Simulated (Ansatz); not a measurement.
Subject: the energy of the reaction as written. Reaction: 1/4 cell B + 3/4 Br (Cmce) → cell A. The sign is products less reactants.

Cell A: a stack of composition Ru5Br built on Ru (hcp, P6₃/mmc) (0001), with 5 atoms on that crystal's sites, 6 atoms, hexagonal cell of 2.70 Å (6.3 Å²), symmetry P3m1, 10.8 Å thick under 16 Å of vacuum, in-plane vectors held at the crystal's, which may strain the added film; planes from bottom to top: Ru × 5 | Br, its two faces unlike (dipole correction applied); spin state with PBE: run without spin, k-point mesh 20×20×1.
```yaml
crystal:
  lattice:
    - [2.69953, 0.00000, 0.00000]
    - [1.34977, 2.33786, 0.00000]
    - [0.00000, 0.00000, 26.67720]
  atoms:
    - { symbol: Ru, position: [0.00000, 0.00000, 0.30173] }
    - { symbol: Ru, position: [0.66667, 0.66667, 0.37893] }
    - { symbol: Ru, position: [0.00000, 0.00000, 0.45926] }
    - { symbol: Ru, position: [0.66667, 0.66667, 0.54044] }
    - { symbol: Ru, position: [0.00000, 0.00000, 0.61702] }
    - { symbol: Br, position: [0.33333, 0.33333, 0.70510] }
```

Cell B: a slab of Ru (hcp, P6₃/mmc) cut along (0001), 21 atoms, hexagonal cell of 5.40 Å (25.2 Å²), symmetry P3m1, 10.5 Å thick under 16 Å of vacuum, in-plane vectors held at the crystal's; planes from bottom to top: Ru4 × 5 | Br, its two faces unlike (dipole correction applied); added, foreign or displaced atoms, above the top plane: Br bound to 3 Ru at 2.61 Å; spin state with PBE: run without spin, k-point mesh 10×10×1.
```
CELL_PARAMETERS angstrom
      5.39906     0.00000     0.00000
      2.69953     4.67572     0.00000
      0.00000     0.00000    26.67720
ATOMIC_POSITIONS crystal
  Ru 0.00004 0.00004 0.30264
  Ru 0.49992 0.00004 0.30264
  Ru 0.00004 0.49992 0.30264
  Ru 0.50000 0.50000 0.30292
  Ru 0.83363 0.33318 0.38013
  Ru 0.33318 0.33318 0.38013
  Ru 0.83333 0.83333 0.38005
  Ru 0.33318 0.83363 0.38013
  Ru 0.99950 0.99950 0.46047
  Ru 0.50101 0.99950 0.46047
  Ru 0.99950 0.50101 0.46047
  Ru 0.50000 0.50000 0.46078
  Ru 0.83173 0.33413 0.54119
  Ru 0.33413 0.33413 0.54119
  Ru 0.83333 0.83333 0.54156
  Ru 0.33413 0.83173 0.54119
  Ru 0.00044 0.00044 0.61860
  Ru 0.49912 0.00044 0.61860
  Ru 0.00044 0.49912 0.61860
  Ru 0.50000 0.50000 0.61803
  Br 0.16667 0.16667 0.69711
```

Reference: Br (Cmce), 4 atoms in the cell, k-point mesh 10×10×4 on the run's own vectors. Conventional cell: a = 6.9814 Å, b = 4.1470 Å, c = 8.5786 Å, α = β = γ = 90.00°.

Plane-wave PAW calculations with Ansatz (an electronic-structure program), its default PAW set, cutoff 420 eV, 500 eV for r2SCAN. The structures are at rest with PBE+D3(BJ), within the held lattices; other levels are single points on them. Neutral cells; Fermi-Dirac smearing of at most 0.10 eV in the solids, energies taken to zero width. The lattices are those relaxed with PBE+D3(BJ) or held as stated, so at other levels the solids can be strained, which adds to the spread. Larger cells are relaxed from a start prepared with the learned potential CHGNet till forces fall under 0.03 eV/Å, which some starts already meet. A dispersion term (D3(BJ), or D4 for r2SCAN) was computed beside these levels and is taken off wherever the name lacks it. Nuclei at rest; no vibrational terms. No structure search was made; lower ones may exist. No Hubbard U is applied. Values are for these cell sizes. Cell A has symmetry P3m1 and got no random move, so less symmetric positions, which may lie lower, weren't tried. Cell B has symmetry P3m1 and got no random move, so less symmetric positions, which may lie lower, weren't tried.

Task: Give the value at the level PBE.

Result: 1.33 eV, for 1/4 cell B + 3/4 Br (Cmce) → cell A.

Task: What do the other levels give, and how wide is the spread?

Result: 
| Level | value (eV) | less PBE |
|---|---|---|
| PBE+D3(BJ) | 1.06 | -0.27 |
| r2SCAN | 1.37 | 0.04 |
| r2SCAN+D4 | 1.29 | -0.04 |

The levels span 0.31 eV, from PBE+D3(BJ) (1.06) to r2SCAN (1.37).
